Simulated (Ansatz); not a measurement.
The reference is YN in the rock salt structure (space group Fm-3m, No. 225; a = 4.896 Å).

Method: r2SCAN in Ansatz (plane waves to 500 eV, PAW, no spin-orbit coupling).

Base values:

- Hole mass: 0.17, 1.1, 1.1 mₑ (at Γ)
- Band gap: 0.58 eV
- Smallest direct gap: 0.98 eV

It is then changed as follows: cell and atoms relaxed at a pressure of 15 GPa.

Q: Estimate the effect on the hole mass.

A: The hole mass (degenerate bands, along [100]) is still 0.17, 1.1, 1.1 mₑ (at Γ).

Q: How does this affect the band gap?

A: The band gap falls by 0.14 eV to 0.44 eV.

Q: What does the calculation give for the smallest direct gap after the change?

A: The smallest direct gap drops by 0.21 eV (0.98 eV → 0.77 eV).

Load acts through the strain it causes; cell and atoms are relaxed under it. Masses are band curvatures over ±0.01 Å⁻¹ around the edge. No phonon test of stability was made. No other phases were tried under pressure.

Ansatz is a program for electronic structure.
